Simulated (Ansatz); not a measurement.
System: antifluorite Be₂C. Method: Hartree–Fock (Ansatz, a quantum-chemistry and plane-wave program, plane waves, PAW).

Settings: plane-wave cutoff 460 eV, 10×10×10 k mesh, Fermi–Dirac smearing 0.01 eV, scalar-relativistic PAW data made under PBE.

Cell (relaxed at this level):

```
CELL_PARAMETERS angstrom
      0.00000     2.17327     2.17327
      2.17327     0.00000     2.17327
      2.17327     2.17327     0.00000
ATOMIC_POSITIONS crystal
  Be 0.25000 0.25000 0.25000
  Be 0.75000 0.75000 0.75000
  C  0.00000 0.00000 0.00000
```

Question: Estimate the bulk modulus B0, band gap, smallest direct gap on the k points sampled and pressure derivative B′ of the bulk modulus that the calculation returns.

Answer: 
- bulk modulus B0 = 211 GPa
- band gap = 7.82 eV (on the SCF k mesh) (indirect)
- smallest direct gap on the k points sampled = 11.49 eV
- pressure derivative B′ of the bulk modulus = 3.4

Static lattice: no zero-point or thermal effects.
